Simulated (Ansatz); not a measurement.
Electronic density of states of amorphous In₉Ga₉Zn₉O₃₉Sc₂, density 5.73 g/cm³, on a 2×2×2 Γ-centred mesh with a Gaussian width of 0.1 eV; energies count from the Fermi level, whose place inside the gap is arbitrary. Cell and mesh are small, so fine structure isn't converged. Level of theory: PBE, scalar-relativistic without spin-orbit coupling (plane waves to 420 eV, PAW; Ansatz, a quantum-chemistry and plane-wave program). Sampling: a 2×2×2 Γ-centred mesh; Fermi-Dirac width 0.02 eV; no spin polarisation. At PBE the levels at the filled edge of the gap are localised (band-tail or defect states), and the nearest spread-out levels lie 1.3 eV apart at the zone centre.

Preparation: random packing, a CHGNet melt and quench, and a DFT relaxation. O atoms were pushed apart under 1.9 Å during the dynamics, to hinder bonds among them. The hot cell started wider than the set density and was brought back towards it in steps. It is the lowest in DFT energy of 2 quenches. It is a model cell: composition and starting density were chosen by hand, and all elements were melted together. No dispersion term was used. Its density started from a set value of 5.73 and ended at 5.73 g/cm³. Cooling (nominally 210 K/ps over its main leg) ran many orders faster than in experiment, which tends to leave more defects and strain. One small periodic cell is one sample of the glass; other quenches scatter about these values. The volume was held where the preparation left it and the shape relaxed, at a PBE pressure of 2.7 GPa. Stress components on the final sampling reach 2.8 GPa.

```tsv
E - EF (eV)	states/(eV atom)
-12.00	0.00
-11.90	0.00
-11.80	0.00
-11.70	0.00
-11.60	0.00
-11.50	0.00
-11.40	0.00
-11.30	0.00
-11.20	0.00
-11.10	0.00
-11.00	0.00
-10.90	0.00
-10.80	0.00
-10.70	0.00
-10.60	0.00
-10.50	0.00
-10.40	0.00
-10.30	0.00
-10.20	0.00
-10.10	0.00
-10.00	0.00
-9.90	0.00
-9.80	0.00
-9.70	0.00
-9.60	0.00
-9.50	0.00
-9.40	0.00
-9.30	0.00
-9.20	0.00
-9.10	0.00
-9.00	0.00
-8.90	0.00
-8.80	0.00
-8.70	0.00
-8.60	0.00
-8.50	0.00
-8.40	0.00
-8.30	0.00
-8.20	0.00
-8.10	0.00
-8.00	0.00
-7.90	0.00
-7.80	0.00
-7.70	0.00
-7.60	0.00
-7.50	0.01
-7.40	0.07
-7.30	0.19
-7.20	0.22
-7.10	0.25
-7.00	0.21
-6.90	0.26
-6.80	0.38
-6.70	0.36
-6.60	0.35
-6.50	0.41
-6.40	0.51
-6.30	0.60
-6.20	0.61
-6.10	0.62
-6.00	0.65
-5.90	0.81
-5.80	0.99
-5.70	1.13
-5.60	1.22
-5.50	1.26
-5.40	1.24
-5.30	1.16
-5.20	1.09
-5.10	1.07
-5.00	0.98
-4.90	0.81
-4.80	0.71
-4.70	0.70
-4.60	0.65
-4.50	0.59
-4.40	0.60
-4.30	0.63
-4.20	0.64
-4.10	0.62
-4.00	0.65
-3.90	0.66
-3.80	0.60
-3.70	0.59
-3.60	0.63
-3.50	0.64
-3.40	0.61
-3.30	0.65
-3.20	0.66
-3.10	0.63
-3.00	0.71
-2.90	0.78
-2.80	0.71
-2.70	0.74
-2.60	0.77
-2.50	0.82
-2.40	0.82
-2.30	0.82
-2.20	0.87
-2.10	0.90
-2.00	0.85
-1.90	0.83
-1.80	0.87
-1.70	0.84
-1.60	0.86
-1.50	0.87
-1.40	0.83
-1.30	0.84
-1.20	0.84
-1.10	0.78
-1.00	0.81
-0.90	0.66
-0.80	0.37
-0.70	0.20
-0.60	0.16
-0.50	0.14
-0.40	0.03
-0.30	0.00
-0.20	0.00
-0.10	0.00
0.00	0.00
0.10	0.00
0.20	0.00
0.30	0.00
0.40	0.01
0.50	0.02
0.60	0.01
0.70	0.00
0.80	0.00
0.90	0.00
1.00	0.00
1.10	0.00
1.20	0.00
1.30	0.00
1.40	0.02
1.50	0.05
1.60	0.06
1.70	0.06
1.80	0.03
1.90	0.02
2.00	0.05
2.10	0.06
2.20	0.07
2.30	0.07
2.40	0.08
2.50	0.09
2.60	0.05
2.70	0.04
2.80	0.07
2.90	0.07
3.00	0.07
3.10	0.10
3.20	0.13
3.30	0.19
3.40	0.20
3.50	0.18
3.60	0.18
3.70	0.16
3.80	0.18
3.90	0.27
4.00	0.37
4.10	0.40
4.20	0.40
4.30	0.40
4.40	0.38
4.50	0.38
4.60	0.37
4.70	0.34
4.80	0.30
4.90	0.28
5.00	0.34
5.10	0.33
5.20	0.35
5.30	0.34
5.40	0.34
5.50	0.40
5.60	0.40
5.70	0.39
5.80	0.39
5.90	0.37
6.00	0.37
6.10	0.32
6.20	0.35
6.30	0.34
6.40	0.35
6.50	0.34
6.60	0.36
6.70	0.35
6.80	0.29
6.90	0.24
```

The level gap on this mesh is 1.00 eV; the broadening fills part of it in the curve.
